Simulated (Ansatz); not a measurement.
Base system: ZrN in the rock salt structure (space group Fm-3m, No. 225; a = 4.552 Å). Axes: x, y, z lie along the cube axes.

All numbers come from PBEsol (Ansatz, an electronic-structure program), no SOC.

For the base:

```
Quantity                         Value
-----------------------------  -------
Pressure                       0.0 GPa
Shortest interatomic distance  2.276 Å
```

One thing is altered: uniaxial strain ε_yy = +2.16 %, all other strain components held at zero; the atoms relax in the strained cell.

**Question.** Estimate the effect on the energy relative to the base, pressure and shortest interatomic distance.

**Answer.** The energy grows by 9.1 meV/atom; the pressure (mean of the normal stresses, compression positive) goes from zero to -5.2 GPa; the shortest interatomic distance stays 2.276 Å.

Without a gap, meshes like the base's 18×18×18 leave anisotropic stresses uncertain by several tenths of a GPa, and small strain energies with them. No phonon test of stability was made. The final runs are not spin-polarised. An odd electron count without spin: ZrN.
